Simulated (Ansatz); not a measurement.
The starting structures come from a database of crystals and need not be the phases stable at ambient conditions.

Tunnelling through a barrier is set by its complex band structure: the current falls as exp(−2κd) with the smallest κ.

Consider the following.

```xyz
18
Lattice="6.3071 0.0268 -0.0228 -2.2243 9.5281 0.0537 -0.9441 0.3804 8.1532" Properties=species:S:1:pos:R:3 pbc="T T T"
Al     0.8941     9.2206     3.2433
Al     2.9748     5.3318     7.8331
Se    -2.2279     9.4896     0.0977
Se    -0.3187     5.2447     4.6413
Cl    -2.1082     9.3815     6.4027
Cl    -0.0346     8.2538     1.5398
Cl     2.9718     9.6571     2.7699
Cl     3.4952     1.0571     7.2722
Cl     0.9185     1.9023     0.3948
Cl     2.9098     6.8086     0.1683
Cl     0.8273     4.9370     2.8088
Cl     4.2311     6.2864     3.8168
Cl     2.0529     4.3573     6.1242
Cl    -1.2606     5.7464     7.3716
Cl    -1.1157     3.2211     4.7788
Cl     0.9871     7.7969     4.8956
Cl     2.1163     1.4323     3.8559
Cl     3.7751     3.6311     1.3402
```

Space group of this cell: P1. The cell was relaxed by PBE-D3(BJ).

Transport runs along the normal of the first two printed cell vectors.

The gap is the functional's own, uncorrected, and κ follows it; spin-orbit coupling is left out. Mid-gap values are interpolated between the computed energies.

Task: State the band gap and the smallest decay constant κ at mid-gap according to r2SCAN (Ansatz, a program for electronic structure).

Result: Gap 3.09 eV on a 6×4×4 mesh; κ = 0.412 1/Å, at the zone centre.
